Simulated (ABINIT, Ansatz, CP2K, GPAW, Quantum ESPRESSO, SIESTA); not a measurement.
## OsRu (P-6m2, 2 atoms in the cell) computed with different codes at matched settings

Self-consistent single point.

```yaml
crystal:
  lattice:
    - [2.69129, 0.00000, 0.00000]
    - [-1.34564, 2.33072, 0.00000]
    - [0.00000, 0.00000, 4.24399]
  atoms:
    - { symbol: Ru, position: [0.33333, 0.66667, 0.00000] }
    - { symbol: Os, position: [0.66667, 0.33333, 0.50000] }
```

Shared settings, as Ansatz (a first-principles code) writes them: kpoints.mp_grid.grid = 9 9 5; scf.occupations.method = fermi_dirac; scf.occupations.width = 0.0073 Ry. Potentials and cutoffs stand in the table.

| code | model | pressure (GPa) | cutoff |
|---|---|---|---|
| Ansatz | PBEsol, PAW files made with PBE | 8.80 | default |
| GPAW | PBEsol, GPAW PAW datasets PBEsol (made by gpaw-setup) | 7.04 | 600 eV |
| CP2K | PBEsol, GPW, DZVP-MOLOPT-SR-GTH basis, GTH-PBE potentials (GTH_POTENTIALS) | 8.54 | grid 500 Ry |
| ABINIT | PBEsol, norm-conserving pseudopotentials (PseudoDojo nc-sr-04 PBEsol standard) | 8.99 | 84 Ry |
| Quantum ESPRESSO | PBEsol, GBRV 1.5 ultrasoft (PBESOL) pseudopotentials | 8.53 | 40 Ry |
| SIESTA | GGA PBEsol, numerical atomic orbitals DZP, PseudoDojo PBEsol standard norm-conserving potentials (rewritten from UPF to PSML) | 8.51 | grid 350 Ry |

On Ansatz's run: spin-orbit coupling is off. Spin polarisation is off.

The spread over the programs that give each value: pressure within 1.95 GPa.

CP2K and SIESTA use small atom-centred bases, whose incompleteness enters pressures, forces and empty levels differently from a plane-wave cutoff. Ansatz's pressure is given at a fixed set of plane waves, as the other plane-wave codes print theirs; with its correction for the finite basis it is 9.01 GPa (the shift of 0.20 GPa shows how far the cutoff is from converged). In the pressure, GPAW (by 1.63) lies more than 1 GPa from the median of the plane-wave programs.

The starting cell comes from a database of computed structures (which also holds hypothetical and non-ambient phases and stackings), without a prior relaxation at this level. Its lattice was rescaled by a random factor within 2.5 % of one.

Left out of this page: FLEUR (not drawn, or without a comparable value).

Keys are those of Ansatz 0.2.
